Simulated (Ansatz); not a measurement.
Levels about the gap of amorphous Si₄₈O₉₄ (142 atoms in a cell of 2223 Å³, 2.13 g/cm³; zone centre alone, so wide bands show as single levels with stretches between that a denser mesh fills), at the geometry that PBE relaxed, where it gives 0.0 GPa on a denser mesh. The participation number counts the atoms over which a state spreads; weights are charges in smoothed Voronoi cells. The levels come from a single point, so bond lengths are those of that geometry. Method of the levels: PBE, scalar-relativistic without spin-orbit coupling (Ansatz, an electronic-structure program). Sampling: the zone centre alone; Fermi-Dirac width 0.02 eV; no spin polarisation. The usual formal charges leave 4 electrons over, so the level spacing at the Fermi energy parts defect or band states and needn't be the band gap. At PBE the levels at the filled edge of the gap are localised (band-tail or defect states).

Preparation: random packing, a CHGNet melt and quench, and a DFT relaxation. O atoms were pushed apart under 1.9 Å during the dynamics, to hinder bonds among them. The hot cell started wider than the set density and was brought back towards it in steps. It is the lowest in DFT energy of 4 quenches. It is a model cell: composition and starting density were chosen by hand, and all elements were melted together. No dispersion term was used. A short ab initio anneal came between quench and relaxation. Its density started from a set value of 2.22 and ended at 2.13 g/cm³. The simulated quench (nominally 590 K/ps over its main leg) is rapid and tends to freeze in more defects than a deposited or slowly cooled glass has. One small periodic cell is one sample of the glass; other quenches scatter about these values. Volume and shape were free in the relaxation.

```json
[
 {"E - E(highest filled), eV": "-3.45", "filling": "filled", "participation number": "8.1", "largest on": "O, 2 neighbours", "weight O": "0.94", "weight Si": "0.06"},
 {"E - E(highest filled), eV": "-3.34", "filling": "filled", "participation number": "9.2", "largest on": "O, 2 neighbours", "weight O": "0.94", "weight Si": "0.06"},
 {"E - E(highest filled), eV": "-3.31", "filling": "filled", "participation number": "3.3", "largest on": "O, 2 neighbours", "weight O": "0.94", "weight Si": "0.06"},
 {"E - E(highest filled), eV": "-3.16", "filling": "filled", "participation number": "4.4", "largest on": "O, 2 neighbours", "weight O": "0.94", "weight Si": "0.06"},
 {"E - E(highest filled), eV": "-2.72", "filling": "filled", "participation number": "2.9", "largest on": "O, 2 neighbours", "weight O": "0.94", "weight Si": "0.06"},
 {"E - E(highest filled), eV": "-0.98", "filling": "filled", "participation number": "2.5", "largest on": "Si, 3 neighbours", "weight O": "0.33", "weight Si": "0.67"},
 {"E - E(highest filled), eV": "0.00", "filling": "filled", "participation number": "2.6", "largest on": "Si, 3 neighbours", "weight O": "0.35", "weight Si": "0.65"},
 {"E - E(highest filled), eV": "1.40", "filling": "empty", "participation number": "44.2", "largest on": "O, 3 neighbours", "weight O": "0.65", "weight Si": "0.35"},
 {"E - E(highest filled), eV": "2.19", "filling": "empty", "participation number": "44.5", "largest on": "Si, 4 neighbours", "weight O": "0.65", "weight Si": "0.35"},
 {"E - E(highest filled), eV": "2.45", "filling": "empty", "participation number": "43.3", "largest on": "O, 3 neighbours", "weight O": "0.68", "weight Si": "0.32"},
 {"E - E(highest filled), eV": "2.61", "filling": "empty", "participation number": "47.7", "largest on": "Si, 4 neighbours", "weight O": "0.67", "weight Si": "0.33"},
 {"E - E(highest filled), eV": "2.84", "filling": "empty", "participation number": "62.9", "largest on": "O, 2 neighbours", "weight O": "0.69", "weight Si": "0.31"},
 {"E - E(highest filled), eV": "2.96", "filling": "empty", "participation number": "75.1", "largest on": "O, 2 neighbours", "weight O": "0.73", "weight Si": "0.27"},
 {"E - E(highest filled), eV": "3.05", "filling": "empty", "participation number": "81.6", "largest on": "O, 2 neighbours", "weight O": "0.70", "weight Si": "0.30"}
]
```

Most localised among these is the filled level at -0.98 eV, on a Si atom, which has 3 neighbours (O 1.71 Å, O 1.82 Å, O 1.87 Å).
